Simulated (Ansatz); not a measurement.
Defect: Sc-vacancy pair (Sc on one host Ga site, one Ga site vacant) in wurtzite GaN, charge state -3. Calculation: PBE, PAW (plane waves to 420 eV; Ansatz, an electronic-structure program).

72-site cell at the relaxed PBE lattice, one k-point at (0.125, 0.250, 0.250), smearing 0.01 eV, spin-restricted, no finite-size correction. Energies are static. The charge state is imposed; whether it is stable for some Fermi level was not computed. Forms of the defect that were not tried may lie lower. The start lies 0.21 eV above the lowest site run (PBE).

Barriers: single points on a 2×2×2 k-point mesh shifted by half a step along c at the bands' geometries (they differ from the bands' own by up to 0.05 eV, and are uncertain by about as much).

Relaxed starting cell (atoms counted from 1):

```xyz
71
Lattice="9.6554 0.0000 0.0000 -4.8277 8.3618 0.0000 0.0000 0.0000 10.4862" Properties=species:S:1:pos:R:3 pbc="T T T"
Sc     1.5620     0.9651     2.6475
Ga     1.5822     0.9447     7.8511
Ga    -0.0317     3.7216     2.6728
Ga     0.0038     3.6741     7.8348
Ga    -1.6177     6.4878     2.6682
Ga    -1.6046     6.4924     7.8558
Ga     4.8378     0.9392     2.6676
Ga     4.8390     0.9265     7.8553
Ga     3.2296     3.7266     2.6397
Ga     3.2137     3.7134     7.8594
Ga     1.6173     6.4944     2.6616
Ga     1.6174     6.4962     7.8522
Ga     8.0249     0.9492     2.6730
Ga     8.0818     0.9436     7.8338
Ga     6.4367     3.7152     2.6326
Ga     6.4477     3.7081     7.8572
Ga     4.8231     6.4935     2.6386
Ga     4.8263     6.5095     7.8601
Ga    -0.0389     1.8827    10.4305
Ga    -1.5650     4.6062     5.2297
Ga    -1.6107     4.6574    10.5004
Ga    -3.2187     7.4820     5.2551
Ga    -3.2178     7.4254    10.4954
Ga     3.1829     1.8384     5.2554
Ga     3.2318     1.8672    10.4930
Ga     1.5642     4.6092     5.2257
Ga     1.5993     4.6523    10.4991
Ga     0.0044     7.4294     5.2220
Ga    -0.0022     7.4361    10.5032
Ga     6.4942     1.8408     5.2283
Ga     6.4288     1.8580    10.4999
Ga     4.8278     4.6509     5.2440
Ga     4.8225     4.6537    10.4959
Ga     3.2272     7.4955     5.2255
Ga     3.2084     7.4435    10.4994
N      1.7392     0.8601     4.5950
N      1.6240     0.9260     9.8924
N     -0.0008     3.8545     4.5403
N     -0.0073     3.7667     9.8465
N     -1.6217     6.4921     4.6312
N     -1.6054     6.5105     9.8350
N      4.8335     0.9453     4.6308
N      4.8273     0.9243     9.8345
N      3.2265     3.7172     4.6114
N      3.2167     3.7287     9.8376
N      1.6265     6.4944     4.6204
N      1.6036     6.5085     9.8386
N      7.9365     0.8703     4.5441
N      8.0009     0.9145     9.8442
N      6.4277     3.7223     4.6036
N      6.4290     3.7233     9.8399
N      4.8313     6.5040     4.6103
N      4.8180     6.5060     9.8379
N     -0.1300     1.9271     1.9001
N      0.0077     1.8503     7.4348
N     -1.6343     4.6598     1.9679
N     -1.6092     4.6407     7.2246
N     -3.2200     7.3386     1.9518
N     -3.2132     7.4202     7.2500
N      3.3059     1.9047     1.9522
N      3.2330     1.8582     7.2490
N      1.6198     4.6420     1.9713
N      1.6149     4.6432     7.2234
N      0.0001     7.4297     1.9933
N      0.0050     7.4269     7.2182
N      6.4115     1.8693     1.9681
N      6.4389     1.8572     7.2222
N      4.8253     4.6484     1.9785
N      4.8314     4.6432     7.2268
N      3.2194     7.4214     1.9712
N      3.2201     7.4255     7.2227
```
Cell charge -3.

End state 1 differs by these moves (Å; atoms that move under 0.08 Å are left out):

| atom | element | Δx | Δy | Δz |
|---|---|---|---|---|
| 1 | Sc | -1.52 | 0.87 | 2.46 |
| 3 | Ga | 0.03 | -0.02 | -0.08 |
| 5 | Ga | -0.04 | 0.06 | -0.06 |
| 7 | Ga | -0.07 | 0.01 | -0.06 |
| 9 | Ga | -0.02 | -0.07 | -0.03 |
| 13 | Ga | 0.03 | -0.01 | -0.09 |
| 19 | Ga | 0.06 | -0.03 | 0.15 |
| 36 | N | -0.05 | 0.03 | 0.21 |
| 54 | N | 0.01 | 0.00 | 0.08 |
| 55 | N | -0.02 | 0.01 | -0.17 |

Predict the forward and backward barriers to end state 1 from PBE, PAW.

forward 1.40 eV, backward 1.39 eV; at the saddle point atom 1 has neighbours N at 1.90, N at 2.12, N at 2.36 Å. The program found a first-order saddle point.

End state 2 differs by these moves (Å; atoms that move under 0.08 Å are left out):

| atom | element | Δx | Δy | Δz |
|---|---|---|---|---|
| 1 | Sc | 0.04 | -0.03 | -0.29 |
| 2 | Ga | -1.55 | 0.90 | -2.54 |
| 20 | Ga | -0.04 | 0.05 | 0.06 |
| 30 | Ga | -0.06 | 0.02 | 0.06 |
| 36 | N | -0.14 | 0.08 | -0.05 |
| 37 | N | -0.02 | 0.01 | 0.51 |
| 38 | N | 0.00 | -0.12 | 0.07 |
| 48 | N | 0.09 | 0.05 | 0.06 |
| 54 | N | -0.03 | 0.02 | 0.07 |
| 55 | N | -0.10 | 0.06 | -0.25 |
| 58 | N | 0.01 | -0.09 | 0.03 |
| 59 | N | 0.00 | -0.11 | -0.07 |
| 60 | N | 0.07 | 0.03 | 0.02 |
| 61 | N | 0.09 | 0.05 | -0.06 |

Estimate the forward and backward barriers to end state 2 that PBE, PAW returns for this input.

forward 1.68 eV, backward 1.89 eV; at the saddle point atom 2 has neighbours N at 1.78, N at 1.87 Å. The program found a first-order saddle point.

End state 3 differs by these moves (Å; atoms that move under 0.08 Å are left out):

| atom | element | Δx | Δy | Δz |
|---|---|---|---|---|
| 24 | Ga | 0.03 | 0.09 | 0.00 |
| 26 | Ga | -1.57 | -2.68 | 0.03 |
| 34 | Ga | -0.06 | -0.10 | 0.00 |
| 36 | N | -0.13 | 0.07 | 0.10 |
| 38 | N | -0.11 | -0.19 | 0.01 |
| 44 | N | 0.09 | -0.06 | -0.06 |
| 46 | N | -0.02 | 0.15 | -0.08 |
| 48 | N | 0.12 | 0.05 | 0.08 |
| 55 | N | -0.01 | 0.01 | -0.18 |
| 63 | N | 0.00 | 0.00 | 0.19 |

Predict the forward and backward barriers to end state 3 from PBE, PAW.

forward 2.20 eV, backward 2.04 eV; at the saddle point atom 26 has neighbours N at 1.83, N at 2.19, N at 2.28, N at 2.29, N at 2.32 Å. The program found a first-order saddle point.
